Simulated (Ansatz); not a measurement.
A self-consistent single point of a sheet of PbO (4 atoms in the cell) with Ansatz (a program for electronic structure).

Method: PBE, PAW files (plane waves; Ansatz).

The change in words: lattice scaled in the plane by 0.98. Reference geometry:
```yaml
crystal:
  lattice:
    - [3.87966, 0.00000, 0.00000]
    - [0.00000, 3.87966, 0.00000]
    - [0.00000, 0.00000, 16.36593]
  atoms:
    - { symbol: Pb, position: [0.50000, 0.00000, 0.57228] }
    - { symbol: Pb, position: [0.00000, 0.50000, 0.42772] }
    - { symbol: O, position: [0.00000, 0.00000, 0.50000] }
    - { symbol: O, position: [0.50000, 0.50000, 0.50000] }
```

Reference input (self-consistent single point, DFT, PBE, plane waves, PAW files): basis.ecutwfc = 420 eV; kpoints.mp_grid.grid = 5 5 1; hamiltonian.xc = pbe; hamiltonian.pseudopotentials = {kind: paw} (the program's default PAW files); scf.occupations.method = gaussian; scf.occupations.width = 0.2 eV. This run's input differs from it in these lines:

```diff
@@ -2,4 +2,4 @@
   lattice:
-    - [3.879660, 0.000000, 0.000000]
-    - [0.000000, 3.879660, 0.000000]
+    - [3.802067, 0.000000, 0.000000]
+    - [0.000000, 3.802067, 0.000000]
     - [0.000000, 0.000000, 16.365934]
```

Output, abridged:

```
SCF iter   1: F=—  HF=-24956.407350 eV  |F-HF|=—  |Δ(HF+E_count)|=         —  Δρ=8.26e-2  dr2=1.98e1  ethr=3.10e-3  ⟨swp⟩=6.5  Hψ=756  notcnv=0
all-band conjugate gradients solve this SCF's bands
preconditioner: auto → Resta (q_TF=auto, 2.029 Å⁻¹)
SCF iter   2: F=—  HF=-24952.955881 eV  |F-HF|=—  |Δ(HF+E_count)|=    3.45e0  Δρ=6.31e-2  dr2=7.85e0  ethr=3.10e-3  ⟨swp⟩=4.7  Hψ=423  notcnv=0
   [... lines left out ...]
SCF iter   7: F=—  HF=-24951.485044 eV  |F-HF|=—  |Δ(HF+E_count)|=   2.48e-4  Δρ=2.85e-4  dr2=4.08e-4  ethr=3.65e-6  ⟨swp⟩=2.7  Hψ=269  notcnv=0
SCF iter   8: F=—  HF=-24951.484971 eV  |F-HF|=—  |Δ(HF+E_count)|=   7.29e-5  Δρ=7.87e-5  dr2=2.21e-5  ethr=1.02e-6  ⟨swp⟩=2.0  Hψ=175  notcnv=0
SCF iter   9: F=—  HF=-24951.484799 eV  |F-HF|=—  |Δ(HF+E_count)|=   1.72e-4  Δρ=9.99e-6  dr2=4.17e-7  ethr=5.53e-8  ⟨swp⟩=2.5  Hψ=235  notcnv=0
SCF iter  10: F=-24951.484799 eV  HF=-24951.484799 eV  |F-HF|=7.93e-10  |Δ(HF+E_count)|=   7.70e-8  Δρ=1.21e-6  dr2=2.58e-9  ethr=2.50e-10  ⟨swp⟩=9.0  Hψ=902  notcnv=0
SCF 1 converged in 10 iterations: F = -24951.484799 eV  dr2 = 2.58e-9
Free energy (F): -24951.484799 eV
Internal energy: -24951.484799 eV  (E = F + TS)
E sigma→0 (E₀):  -24951.484799 eV
Fermi energy:    1.028032 eV
--- Forces (eV/Å), atoms counted from 1 ---
  atom   1  Pb     0.00000000     0.00000000     2.05000580
  atom   2  Pb     0.00000000     0.00000000    -2.05000580
  atom   3  O      0.00000000     0.00000000     0.00000000
  atom   4  O      0.00000000     0.00000000    -0.00000000
--- Stress (GPa, compression-positive) ---
        4.772923       0.000000       0.000000
        0.000000       4.772923       0.000000
        0.000000       0.000000       3.284320
  P = ⅓ Tr σ = 4.2767 GPa (42.767 kbar)
  The stress holds the Pulay correction. Without it, at fixed plane waves, as pw.x and ABINIT print it: P = 4.2081 GPa
```

The run converged in 10 iterations. Against the reference run the free energy goes up by 59.1 meV/atom, the largest force goes from 1.371 to 2.050 eV/Å and the gap on the mesh goes from 2.863 to 3.077 eV.

The starting cell was generated: these elements placed on a structure prototype, without a prior relaxation; it need not be a known phase or ordering of this composition. Its lattice was rescaled in the plane by a random factor within 2.5 % of one. For this run, on top of that: lattice scaled in the plane by 0.98. Spin-orbit coupling is off. Forces in this geometry exceed 1 eV/Å.

Keys are those of Ansatz 0.2.
